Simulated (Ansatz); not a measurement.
Start from SnTe in the rock salt structure (space group Fm-3m, No. 225).

```
CELL_PARAMETERS angstrom
      0.00000     3.20463     3.20463
      3.20463     0.00000     3.20463
      3.20463     3.20463     0.00000
ATOMIC_POSITIONS crystal
  Te 0.00000 0.00000 0.00000
  Sn 0.50000 0.50000 0.50000
```

Level of theory: Ansatz (an electronic-structure program), PBE, PAW, cutoff 420 eV, no SOC, earlier PAW set.

One change was made to it. Results:

```json
[
 {"quantity": "band gap", "base": "0.05 eV", "after": "zero"},
 {"quantity": "shortest interatomic distance", "base": "3.205 Å", "after": "2.973 Å"}
]
```

Q: Which change produced these results?
A) pressure 15 GPa
B) pressure 30 GPa
C) pressure −1 GPa
D) pressure 0.9 GPa
E) pressure −2 GPa

A: A, pressure 15 GPa. For comparison, the shortest interatomic distance in the other runs: pressure −1 GPa gives 3.233 Å; pressure 30 GPa gives 2.855 Å; pressure 0.9 GPa gives 3.182 Å; pressure −2 GPa gives 3.265 Å.

Spin-orbit coupling, missing from the scalar runs, can matter with Te. Load acts through the strain it causes; cell and atoms are relaxed under it. Whether these cells are dynamically stable was not tested. No other phases were tried under pressure. All final runs are without spin polarisation. The zero or small gap of SnTe can change with the level of theory.
